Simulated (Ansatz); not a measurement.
Consider BaTiO₃ (space group P4mm, No. 99; a = 3.972 Å, c = 4.113 Å).

Levels (all Ansatz, a quantum-chemistry and plane-wave program, PAW): r2SCAN (500 eV, without spin-orbit coupling); HSE06 (420 eV, without spin-orbit coupling).

Its gap is 2.23 eV with r2SCAN and 3.31 eV with HSE06.

One thing is altered: cell and atoms relaxed at a pressure of 45 GPa.

With r2SCAN the gap becomes 2.43 eV.

Question: If the HSE06 correction stayed the same, what would the HSE06 gap be, and what does the HSE06 run give?

Answer: A rigid correction of +1.08 eV gives 3.51 eV. The HSE06 run gives 3.49 eV, so the two effects roughly add.

Single points use the geometry relaxed with r2SCAN. The hybrid gap comes from the SCF mesh plus the semilocal run's edge points and a few special points and is an upper bound. Load acts through the strain it causes; cell and atoms are relaxed under it. No phonon test of stability was made. No other phases were tried under pressure. The final runs are not spin-polarised. Along this pressure series the structure jumps between pressure 9 GPa and pressure 18 GPa; cells beyond that are another form of it.
